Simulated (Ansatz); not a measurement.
Fluorite HfO2 (high-temperature phase) was calculated with Hartree–Fock (Ansatz, a program for electronic structure, PAW).

Settings: plane-wave cutoff 520 eV, 8×8×8 k mesh, scalar-relativistic PAW data made under PBE.

Computed at the level's own relaxed cell.

Elastic tensor (GPa, Voigt notation, ions relaxed):

```
  651.0   102.2   102.2     0.0     0.0     0.0
  102.2   651.0   102.2     0.0     0.0     0.0
  102.2   102.2   651.0     0.0     0.0     0.0
    0.0     0.0     0.0    94.8     0.0     0.0
    0.0     0.0     0.0     0.0    94.8     0.0
    0.0     0.0     0.0     0.0     0.0    94.8
```

**Question.** Work out the Voigt, Reuss and Hill averages of the bulk and shear moduli, Young's modulus and Poisson's ratio from the printed constants.

**Answer.** K_V = [C11 + C22 + C33 + 2(C12 + C13 + C23)]/9 = [1953.0 + 2 × 306.6]/9 = 285.1 GPa. G_V = [1953.0 − 306.6 + 3 × 284.4]/15 = 166.6 GPa. From the compliances S = C⁻¹, K_R = 285.1 and G_R = 128.4 GPa. Hill means: K = 285.1, G = 147.5 GPa. E = 9KG/(3K + G) = 377 GPa, ν = (3K − 2G)/(6K + 2G) = 0.28, K/G = 1.93.

Note: symmetry holds this phase in the static calculation, where it need not be a minimum; held by symmetry at 0 K, a high-temperature phase can be a saddle point.

Spin–orbit coupling is not included.

The computed numbers hold no vibrational or temperature effects.
